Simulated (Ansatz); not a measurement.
Ansatz (a program for electronic structure) run on NbC (Fm-3m, 2 atoms in the cell): zone-centre phonon calculation.

Level of theory: PBE (plane waves, PAW; Ansatz).

```xyz
2
Lattice="0.0000 2.2350 2.2350 2.2350 0.0000 2.2350 2.2350 2.2350 0.0000" Properties=species:S:1:pos:R:3 pbc="T T T"
Nb     0.0000     0.0000     0.0000
C      2.2350     2.2350     2.2350
```

Reference input (self-consistent single point, DFT, PBE, plane waves, default PAW files): kpoints.mp_grid.grid = 17 17 17; hamiltonian.xc = pbe; hamiltonian.pseudopotentials = {kind: paw} (the program's default PAW files); scf.occupations.method = fermi_dirac; scf.occupations.width = 0.05 eV. This run's input differs from it in these lines:

```diff
@@ -16,6 +16,4 @@
   occupations: { method: fermi_dirac, width: 0.05 eV }
-output:
-  forces: true
-  eigenvalues: true
-  stress: true
+phonons:
+  method: dfpt
```

Output, abridged:

```
SCF iter   1: F=—  HF=-4804.318324 eV  |F-HF|=—  |Δ(HF+E_count)|=         —  Δρ=4.00e-3  dr2=4.44e-3  ethr=1.77e-3  ⟨swp⟩=5.1  Hψ=62616  notcnv=0  defer=73
all-band conjugate gradients solve this SCF's bands
automatic band count: the SCF goes on with 17 bands, as 13 were too few: the levels above may hold too much charge
preconditioner: auto → none
   [... lines left out ...]
SCF iter   4: F=—  HF=-4804.317299 eV  |F-HF|=—  |Δ(HF+E_count)|=   2.80e-5  Δρ=8.45e-5  dr2=1.04e-6  ethr=7.13e-7  ⟨swp⟩=1.9  Hψ=6735  notcnv=0  defer=280
SCF iter   5: F=—  HF=-4804.317299 eV  |F-HF|=—  |Δ(HF+E_count)|=   1.32e-7  Δρ=2.36e-5  dr2=7.26e-8  ethr=6.12e-9  ⟨swp⟩=2.6  Hψ=9030  notcnv=0  defer=280
SCF iter   6: F=—  HF=-4804.317299 eV  |F-HF|=—  |Δ(HF+E_count)|=   2.91e-8  Δρ=1.66e-6  dr2=7.08e-10  ethr=4.27e-10  ⟨swp⟩=2.1  Hψ=7045  notcnv=0  defer=280
SCF iter   7: F=-4804.317299 eV  HF=-4804.317299 eV  |F-HF|=9.09e-13  |Δ(HF+E_count)|=  8.00e-11  Δρ=2.23e-7  dr2=5.71e-12  ethr=1.00e-12  ⟨swp⟩=7.3  Hψ=34805  notcnv=0
SCF 1 converged in 7 iterations: F = -4804.317299 eV  dr2 = 5.71e-12
DFPT response loops at Γ: preconditioner auto → Kerker (q_TF=auto, 2.607 Å⁻¹) (partly filled bands, converged f_vac=0.000) …
Free energy (F): -4804.317299 eV
Internal energy: -4804.311817 eV  (E = F + TS)
E sigma→0 (E₀):  -4804.314558 eV
Entropy (-TS):   -0.005483 eV (-2.741 meV/atom)
Fermi energy:    18.824324 eV
--- Phonons (Γ-DFPT): 2 representative perturbations + reference, on 405 of 4913 k-points (Σ response iterations 6) ---
  k mesh reduced under 8 symmetry operations, with k and −k counted as one. Each operation leaves every solved perturbation unchanged …
  ASR residual: 4.341e-4 → 0.000e0 eV/Å²; symmetrization residual: 1.170e-6 eV/Å²
  ASR residual per site (eV/Å²): 4.34e-4 9.10e-5
  Γ frequencies (cm⁻¹): 0.00 0.00 0.00 527.90 527.90 527.90
  non-analytic LO–TO correction: not included (Born effective charges unavailable; polar crystals: no LO–TO splitting at Γ)
```

The run converged in 7 iterations. 

Summary of the result:
- Free energy E − TS (on the zero of these files) = -4804.3173 eV
- Fermi level (on the code's own zero) = 18.82 eV
- Zone-centre frequencies (cm⁻¹; negative means imaginary) = 0, 0, 0, 528, 528, 528

The starting cell has typed, rounded lattice constants, without a prior relaxation at this level. Spin polarisation is off.

Keys are those of Ansatz 0.2.
